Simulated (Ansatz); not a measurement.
The structure below was relaxed with Kohn–Sham DFT with the r2SCAN functional, run in Ansatz (a program for electronic structure) with PAW and 500 eV plane waves, without spin-orbit coupling.

Space group F-43m (No. 216); a = 3.9384 Å, b = 3.9384 Å, c = 3.9384 Å, α = 90.00°, β = 90.00°, γ = 90.00°

```json
[
 {"atom": "N", "site": "4d", "symmetry": "-43m", "x": "0.7500", "y": "0.7500", "z": "0.7500"},
 {"atom": "Be", "site": "4a", "symmetry": "-43m", "x": "0.0000", "y": "0.0000", "z": "0.0000"}
]
```

**Question.** Write out a cell with all atoms.

**Answer.** 
```cif
data_Be4N4
_chemical_formula_sum 'N4 Be4'
_space_group_name_H-M_alt 'P 1'
_space_group_IT_number 1
_cell_length_a 3.93841
_cell_length_b 3.93841
_cell_length_c 3.93841
_cell_angle_alpha 90.000
_cell_angle_beta 90.000
_cell_angle_gamma 90.000
loop_
_space_group_symop_operation_xyz
  'x, y, z'
loop_
_atom_site_label
_atom_site_type_symbol
_atom_site_fract_x
_atom_site_fract_y
_atom_site_fract_z
_atom_site_occupancy
N1 N 0.25000 0.25000 0.75000 1
Be1 Be 0.00000 0.00000 0.00000 1
N2 N 0.25000 0.75000 0.25000 1
Be2 Be 0.00000 0.50000 0.50000 1
N3 N 0.75000 0.25000 0.25000 1
Be3 Be 0.50000 0.00000 0.50000 1
N4 N 0.75000 0.75000 0.75000 1
Be4 Be 0.50000 0.50000 0.00000 1
```
This is the conventional cell.

Whether these cells are dynamically stable was not tested. All final runs are without spin polarisation. An odd electron count without spin: BeN. The cell was made from BN by this change: B → Be; the result is a hypothetical phase, not in the database extracts checked.
